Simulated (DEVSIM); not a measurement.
Device: abrupt GaAs n-p junction, at 400 K.

```
layer (left to right)  material  thickness (μm)  Nd (cm⁻³)  Na (cm⁻³)  τn (s)  τp (s)
---------------------  --------  --------------  ---------  ---------  ------  ------
1                          GaAs            80.0     5.4e16          -    9e-9    9e-9
2                          GaAs            1.20          -       9e15    9e-9    9e-9
```

Left contact: ohmic. Right contact: ohmic. Voltage is applied to the left contact. Recombination: SRH at mid-gap, radiative. Mobility is constant in doping. Where it depends on doping, it is μmin + (μ − μmin)/(1 + (N/Nref)^α).

Constants are typed, rounded textbook-type inputs, not results; the design itself was drawn at random and stands for no fabricated device. Values at 300 K; Nc and Nv go as T^1.5, mobilities as T to minus their exponent, the gap by Varshni's rule with the affinity fixed. The table also holds parameters that only a changed run uses.

```tsv
parameter	GaAs
gap (eV)	1.424
affinity (eV)	4.07
permittivity	12.9
Nc (cm⁻³)	4.7e17
Nv (cm⁻³)	9e18
μn (cm²/Vs)	8500
μp (cm²/Vs)	400
μn,min	500
μp,min	20
Nref,n	6e16
Nref,p	1.5e17
αn	0.39
αp	0.38
T exponent of μn	2.1
T exponent of μp	2.2
B (cm³/s)	2e-10
Cn (cm⁶/s)	1e-30
Cp (cm⁶/s)	1e-30
Varshni α (eV/K)	0.000541
Varshni β (K)	204
```

DEVSIM, 1D drift-diffusion, Boltzmann statistics, complete ionisation; no tunnelling, impact ionisation, image-force lowering or self-heating.

Base results: potential step across the device at zero bias (V) 1.035; dark forward voltage at 100 A/cm² (V) 0.890; dark forward voltage at 1 A/cm² (V) 0.706; largest field in the device at zero bias (V/cm) 46000.

What follows from this one change: thickness of layer 1 80 → 140 μm?

potential step across the device at zero bias little changed (1.035 V); dark forward voltage at 100 A/cm² 0.890 → 0.904 V; dark forward voltage at 1 A/cm² little changed (0.706 V); largest field in the device at zero bias little changed (46000 V/cm).

What follows from this one change: thickness of layer 2 1.2 → 3.6 μm?

potential step across the device at zero bias little changed (1.035 V); dark forward voltage at 100 A/cm² 0.890 → 0.933 V; dark forward voltage at 1 A/cm² 0.706 → 0.747 V; largest field in the device at zero bias little changed (46000 V/cm).

What follows from this one change: minority lifetime in layer 2 9e-09 → 2.7e-10 s?

potential step across the device at zero bias little changed (1.035 V); dark forward voltage at 100 A/cm² little changed (0.889 V); dark forward voltage at 1 A/cm² 0.706 → 0.701 V; largest field in the device at zero bias little changed (46000 V/cm).

What follows from this one change: doping-dependent mobility in place of the constant one?

potential step across the device at zero bias little changed (1.035 V); dark forward voltage at 100 A/cm² 0.890 → 0.918 V; dark forward voltage at 1 A/cm² 0.706 → 0.718 V; largest field in the device at zero bias little changed (46000 V/cm).
